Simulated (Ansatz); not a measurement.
Worked example: self-consistent single point of HgSe (F-43m, 2 atoms in the cell) in Ansatz (a quantum-chemistry and plane-wave program).

Method: PBE (plane waves, PAW; Ansatz).

The change in words: lattice scaled by 0.98. Reference geometry:
```xyz
2
Lattice="0.0000 3.0459 3.0459 3.0459 0.0000 3.0459 3.0459 3.0459 0.0000" Properties=species:S:1:pos:R:3 pbc="T T T"
Hg     0.0000     0.0000     0.0000
Se     4.5688     4.5688     4.5688
```

Reference input (self-consistent single point, DFT, PBE, plane waves, default PAW files): basis.ecutwfc = 420 eV; kpoints.mp_grid.grid = 9 9 9; hamiltonian.xc = pbe; hamiltonian.pseudopotentials = {kind: paw} (the program's default PAW files); scf.occupations.method = fermi_dirac; scf.occupations.width = 0.1 eV. This run's input differs from it in these lines:

```diff
@@ -3,5 +3,5 @@
   lattice:
-    - [0.00000000, 3.04585500, 3.04585500]
-    - [3.04585500, 0.00000000, 3.04585500]
-    - [3.04585500, 3.04585500, 0.00000000]
+    - [0.00000000, 2.98493800, 2.98493800]
+    - [2.98493800, 0.00000000, 2.98493800]
+    - [2.98493800, 2.98493800, 0.00000000]
   atoms:
```

The program printed (abridged):

```
SCF iter   1: F=—  HF=-19282.767891 eV  |F-HF|=—  |Δ(HF+E_count)|=         —  Δρ=1.19e-3  dr2=1.23e-3  ethr=1.77e-3  ⟨swp⟩=5.6  Hψ=3287  notcnv=0
all-band conjugate gradients solve this SCF's bands
preconditioner: auto → none
SCF iter   2: F=—  HF=-19282.768752 eV  |F-HF|=—  |Δ(HF+E_count)|=   8.61e-4  Δρ=4.65e-4  dr2=1.09e-4  ethr=3.43e-6  ⟨swp⟩=2.0  Hψ=1393  notcnv=0
SCF iter   3: F=—  HF=-19282.768813 eV  |F-HF|=—  |Δ(HF+E_count)|=   6.06e-5  Δρ=2.31e-4  dr2=2.56e-5  ethr=3.01e-7  ⟨swp⟩=2.6  Hψ=1342  notcnv=0
SCF iter   4: F=—  HF=-19282.768833 eV  |F-HF|=—  |Δ(HF+E_count)|=   2.06e-5  Δρ=7.03e-5  dr2=2.04e-6  ethr=7.10e-8  ⟨swp⟩=2.0  Hψ=1087  notcnv=0
iter 5 did not close the SCF: its close was put off for the readings that it lacked (scf_convergence_deferred on its scf_iter line)
SCF iter   5: F=-19282.768838 eV  HF=-19282.768838 eV  |F-HF|=9.88e-8  |Δ(HF+E_count)|=   5.02e-6  Δρ=9.57e-6  dr2=3.05e-8  ethr=5.66e-9  ⟨swp⟩=2.0  Hψ=1093  notcnv=0
SCF iter   6: F=-19282.768838 eV  HF=-19282.768838 eV  |F-HF|=8.08e-9  |Δ(HF+E_count)|=   1.10e-7  Δρ=2.58e-6  dr2=2.48e-9  ethr=8.46e-11  ⟨swp⟩=2.5  Hψ=2755  notcnv=0
SCF 1 converged in 6 iterations: F = -19282.768838 eV  dr2 = 2.48e-9
Free energy (F): -19282.768838 eV
Internal energy: -19282.767182 eV  (E = F + TS)
E sigma→0 (E₀):  -19282.768010 eV
Entropy (-TS):   -0.001656 eV (-0.828 meV/atom)
Fermi energy:    10.030414 eV
--- Forces (eV/Å), atoms counted from 1 ---
  atom   1  Hg    -0.00000000     0.00000000     0.00000000
  atom   2  Se     0.00000000    -0.00000000     0.00000000
--- Stress (GPa, compression-positive) ---
        8.673627      -0.000000       0.000000
       -0.000000       8.673627       0.000000
        0.000000       0.000000       8.673627
  P = ⅓ Tr σ = 8.6736 GPa (86.736 kbar)
  The stress holds the Pulay correction. Without it, at fixed plane waves, as pw.x and ABINIT print it: P = 8.6406 GPa
```

The run converged in 6 iterations. Against the reference run the free energy rises by 65.9 meV/atom and the pressure goes from 4.28 to 8.67 GPa. The full log also holds: “iter 5 did not close the SCF: its close was put off for the readings that it lacked (scf_convergence_deferred on its scf_iter line)”.

The starting cell comes from a database of computed structures (which also holds hypothetical and non-ambient phases and stackings), without a prior relaxation at this level. Its lattice was rescaled by a random factor within 2.5 % of one. For this run, on top of that: lattice scaled by 0.98. With a pressure of about 9 GPa the cell is away from its equilibrium volume at this level. Ansatz's pressure includes its estimate of the finite-basis (Pulay) stress. The run gives no clean gap (levels at the Fermi energy touch, overlap or are partly filled at this smearing), which alone does not show that the compound is a metal.

Keys are those of Ansatz 0.2.
